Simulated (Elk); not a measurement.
**Elk run on a sheet of PtSe2 (3 atoms in the cell): self-consistent single point**

Computed with PBE, all-electron FP-LAPW, Elk's shipped species files, APW+lo basis with extra local orbitals in Elk 10.2.4.

This input was run:

```
tasks
  0

xctype
  20

rgkmax
  8.0

gmaxvr
  16.0

nxlo
  2

lorbcnd
  .true.

rmtscf
  0.87

lmaxi
  2

stype
  0

swidth
  0.00367493

scale
  1.889726125

avec
    3.6078860404   -0.0000000094    0.0000000000
   -1.8039430121    3.1245209697    0.0000000000
    0.0000000000    0.0000000000   16.9820380000

atoms
  2   : nspecies
  'Pt.in'   : spfname
  1   : natoms; atposl, bfcmt below
  0.0000000000  0.0000000000  0.5000000000    0.0 0.0 0.0
  'Se.in'   : spfname
  2   : natoms; atposl, bfcmt below
  0.3333333333  0.6666666667  0.5878000000    0.0 0.0 0.0
  0.6666666667  0.3333333333  0.4122000000    0.0 0.0 0.0

ngridk
  7 7 1
```

The program printed (abridged):

```
│ Elk code version 10.2.4 │

All units are atomic (Hartree, Bohr, etc.)

│ Ground-state run starting from atomic densities │

Lattice vectors :
   6.817916507     -0.1776342557E-07   0.000000000
  -3.408958238       5.904488905       0.000000000
   0.000000000       0.000000000       32.09140086

Unit cell volume      :    1291.881455
Brillouin zone volume :   0.1920069464

Muffin-tin inner radius fraction :   0.1000000000E-01

Nuclei treated as point charges

Species :    1 (Pt)
 parameters loaded from : Pt.in
 name : platinum
 nuclear charge    :   -78.00000000
 electronic charge :    78.00000000
 atomic mass :    355605.4398
 muffin-tin radius :    2.436000000
 number of radial points in muffin-tin :    697
 atomic positions (lattice), magnetic fields (Cartesian) :
   1 :   0.00000000  0.00000000  0.00000000    0.00000000  0.00000000  0.00000000

Species :    2 (Se)
 parameters loaded from : Se.in
 name : selenium
 nuclear charge    :   -34.00000000
 electronic charge :    34.00000000
 atomic mass :    143935.2748
 muffin-tin radius :    2.088000000
 number of radial points in muffin-tin :    497
 atomic positions (lattice), magnetic fields (Cartesian) :
   1 :   0.33333333 -0.33333333  0.08780000    0.00000000  0.00000000  0.00000000
   2 :  -0.33333333  0.33333333 -0.08780000    0.00000000  0.00000000  0.00000000

Total number of atoms per unit cell :    3

Spin treatment :
 spin-unpolarised

Number of Bravais lattice symmetries :   24
Number of crystal symmetries         :   12
Crystal has inversion symmetry
Real symmetric eigensolver will be used

k-point grid :      7     7     1
k-point offset :    0.000000000       0.000000000       0.000000000
k-point set is reduced with full crystal symmetry group
Total number of k-points :        8

Muffin-tin radius times maximum |G+k| :    8.000000000
 using average radius
Maximum |G+k| for APW functions       :    3.629764065
Maximum (1/2)|G+k|²                   :    6.587593585
Maximum |G| for potential and density :    16.00000000
 potential will be trimmed for |G| > 2 gkmax
Constant for pseudocharge density :   10
Radial integration step length :    4

G-vector grid sizes :     35    35   168
Number of G-vectors :    89473

Maximum angular momentum used for
 APW functions                      :    8
 outer part of muffin-tin           :    6
 inner part of muffin-tin           :    2

Total nuclear charge    :   -146.0000000
Total core charge       :    84.00000000
Total valence charge    :    62.00000000
Total excess charge     :    0.000000000
Total electronic charge :    146.0000000

Effective Wigner radius, rₛ :    1.283099689

Number of empty states         :   12
Total number of valence states :   43
Total number of core states    :   84

Conduction state local-orbitals added automatically
Total number of local-orbitals :  260

Exchange-correlation functional :     20     0     0
 Perdew-Burke-Ernzerhof, Phys. Rev. Lett. 77, 3865 (1996)
 gradient requirement :    1
 generalised gradient approximation (GGA)

Smearing type :    0
 Gaussian
Smearing width :   0.3674930000E-02
Effective electronic temperature (K) :    1160.451112

Mixing type :    3
 Broyden mixing, J. Phys. A: Math. Gen. 17, L317 (1984)

Kohn-Sham potential initialised from atomic data

│ Self-consistent loop started │
│ Loop number : 1 │
 total energy                :     -23275.3064964
│ Loop number : 2 │
 total energy                :     -23277.2351006
RMS change in Kohn-Sham potential (target) :   0.2709758100     (  0.1000000000E-05)
Absolute change in total energy (target)   :    1.928604227     (  0.1000000000E-03)
│ Loop number : 3 │
 total energy                :     -23280.1408347
RMS change in Kohn-Sham potential (target) :   0.2463627410     (  0.1000000000E-05)
Absolute change in total energy (target)   :    3.387885134     (  0.1000000000E-03)
│ Loop number : 4 │
 total energy                :     -23292.1775555
RMS change in Kohn-Sham potential (target) :   0.1543343933     (  0.1000000000E-05)
Absolute change in total energy (target)   :    12.88369210     (  0.1000000000E-03)
│ Loop number : 5 │
 total energy                :     -23298.4818746
RMS change in Kohn-Sham potential (target) :   0.8381606973E-01 (  0.1000000000E-05)
Absolute change in total energy (target)   :    9.525242156     (  0.1000000000E-03)
│ Loop number : 6 │
 total energy                :     -23305.1891475
RMS change in Kohn-Sham potential (target) :   0.2245560526E-01 (  0.1000000000E-05)
Absolute change in total energy (target)   :    9.088583418     (  0.1000000000E-03)
│ Loop number : 7 │
 total energy                :     -23307.4652755
RMS change in Kohn-Sham potential (target) :   0.1057854642E-02 (  0.1000000000E-05)
Absolute change in total energy (target)   :    4.548273837     (  0.1000000000E-03)
│ Loop number : 8 │
 total energy                :     -23307.4948505
RMS change in Kohn-Sham potential (target) :   0.5093118284E-03 (  0.1000000000E-05)
Absolute change in total energy (target)   :    1.166643499     (  0.1000000000E-03)
│ Loop number : 9 │
 total energy                :     -23307.5025140
RMS change in Kohn-Sham potential (target) :   0.6361280879E-04 (  0.1000000000E-05)
Absolute change in total energy (target)   :   0.2993243642     (  0.1000000000E-03)
│ Loop number : 10 │
 total energy                :     -23307.5191481
RMS change in Kohn-Sham potential (target) :   0.7134216915E-04 (  0.1000000000E-05)
Absolute change in total energy (target)   :   0.9146520289E-01 (  0.1000000000E-03)
│ Loop number : 11 │
 total energy                :     -23307.5128489
RMS change in Kohn-Sham potential (target) :   0.2918889608E-04 (  0.1000000000E-05)
Absolute change in total energy (target)   :   0.1656706142E-01 (  0.1000000000E-03)
│ Loop number : 12 │
 total energy                :     -23307.5108221
RMS change in Kohn-Sham potential (target) :   0.8047521084E-05 (  0.1000000000E-05)
Absolute change in total energy (target)   :   0.2115032643E-02 (  0.1000000000E-03)
│ Loop number : 13 │
 total energy                :     -23307.5092164
RMS change in Kohn-Sham potential (target) :   0.2272515691E-05 (  0.1000000000E-05)
Absolute change in total energy (target)   :   0.1076943085E-02 (  0.1000000000E-03)
│ Loop number : 14 │
 total energy                :     -23307.5094418
RMS change in Kohn-Sham potential (target) :   0.6913743340E-06 (  0.1000000000E-05)
Absolute change in total energy (target)   :   0.4389373862E-04 (  0.1000000000E-03)
Convergence targets achieved

│ Loop number : 15 │

Energies :
 Fermi                       :    -0.319923915718E-01
 sum of eigenvalues          :     -14194.7811473
 electron kinetic            :      26085.9476301
 core electron kinetic       :      24845.5732763
 Coulomb                     :     -48859.8425467
 Coulomb potential           :     -39583.9781642
 nuclear-nuclear             :      3328.15793278
 electron-nuclear            :     -64792.0227947
 Hartree                     :      12604.0223153
 Madelung                    :     -29067.8534646
 xc potential                :     -696.750613280
 exchange                    :     -525.551330165
 correlation                 :     -8.06324776312
 total energy                :     -23307.5094944

Density of states at Fermi energy :   0.2408242112E-06
 (states/Hartree/unit cell)

Estimated indirect band gap :   0.3524398260E-01
 from k-point      1 to k-point      8
Estimated direct band gap   :   0.5118556422E-01
 at k-point      2

Charges :
 core                        :    84.00000000
 valence                     :    62.00000000
 interstitial                :    6.846885415
 muffin-tins (core leakage)
  species :    1 (Pt)
   atom    1                 :    76.23436618     (  0.1045218700E-02)
  species :    2 (Se)
   atom    1                 :    31.45937420     (  0.4449550157E-03)
   atom    2                 :    31.45937420     (  0.4449550157E-03)
 total in muffin-tins        :    139.1531146
 total calculated charge     :    145.9763409
 total charge                :    146.0000000
 error                       :   0.2365905823E-01

│ Self-consistent loop stopped │
```

The run converged in 15 iterations. The count includes the last loop, which Elk runs after its targets are met.

The starting cell was generated: these elements placed on a structure prototype, without a prior relaxation; it need not be a known phase or ordering of this composition. Its lattice was rescaled in the plane by a random factor within 2.5 % of one. Spin-orbit coupling is off. Values depend on the basis (sphere radii, cutoffs, local orbitals), which need not be converged.

Cost on one core of a shared machine: roughly 2 min.
